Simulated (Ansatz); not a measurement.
**Computed paths: interstitial O in hexagonal La2O3, charge state -2**

Defect: interstitial O in hexagonal La2O3, charge state -2. All values below come from PBE, PAW (plane waves to 420 eV; Ansatz, a quantum-chemistry and plane-wave program).

90-site cell at the relaxed PBE lattice, the Γ point alone, smearing 0.01 eV, spin-restricted, no finite-size correction. Static, classical nuclei. Spin-orbit coupling is left out. The charge state is imposed; whether it is stable for some Fermi level was not computed. Sites that were not tried may lie lower.

Barriers: single points on a 2×2×2 k-point mesh shifted by half a step along c at the bands' geometries.

```
Route                                      Start site over the lowest site run (eV)  Hop (Å)  Forward barrier (eV)  Backward barrier (eV)                            Neighbours at the start                                                 Neighbours at the saddle                        Saddle order  Forward, on the band's own sampling (eV)
-----------------------------------------  ----------------------------------------  -------  --------------------  ---------------------  -------------------------------------------------  -----------------------------------------------------------------------  ----------------------------------  ----------------------------------------
a concerted move, in which O travels most                                      0.00     2.42                  0.47                   0.47  La at 2.15, La at 2.45, 2 La at 2.45; O at 2.32 Å  2 La at 2.20, La at 2.76, La at 2.80; O at 2.40, O at 2.76, O at 2.77 Å  not checked, on a symmetry element                                      0.43
```

Paths come from nudged elastic bands with a climbing image.  A band can be held on a symmetry element, so unchecked saddle points there may be too high.
